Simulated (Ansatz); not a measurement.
**A computed series for Hf: response to strain**

Base system: Hf in the hcp (Mg type) structure (space group P6_3/mmc, No. 194).

```
CELL_PARAMETERS angstrom
      3.15907     0.00000     0.00000
     -1.57954     2.73584     0.00000
      0.00000     0.00000     4.99993
ATOMIC_POSITIONS crystal
  Hf 0.33333 0.66667 0.75000
  Hf 0.66667 0.33333 0.25000
```

Strains are applied to the cell and any free atomic positions relax.

Computed with Kohn–Sham DFT with the PBEsol functional, run in Ansatz (a program for electronic structure) with PAW and 420 eV plane waves, no spin-orbit coupling.

Notes on the quantities. energy relative to the base: free energy F.

| isotropic strain (%) | energy relative to the base (meV/atom) |
|---|---|
| -1.98 | 28.3 |
| 0 | 0.0 |
| 0.74 | 3.7 |
| 3.46 | ? |
| 5.08 | 157.6 |
| 5.25 | 167.7 |

Question: Fit ΔE = Aε² + Bε³ (ε in %) to the rows shown and predict the withheld row.

Answer: Least squares on the printed values gives A = 6.91 and B = -0.16 meV/atom (largest residual 0.1 meV/atom); this predicts 76.2 meV/atom, and the run gives 76.0 meV/atom, 0.2 lower.

Stability against distortions was not tested. All final runs are without spin polarisation.
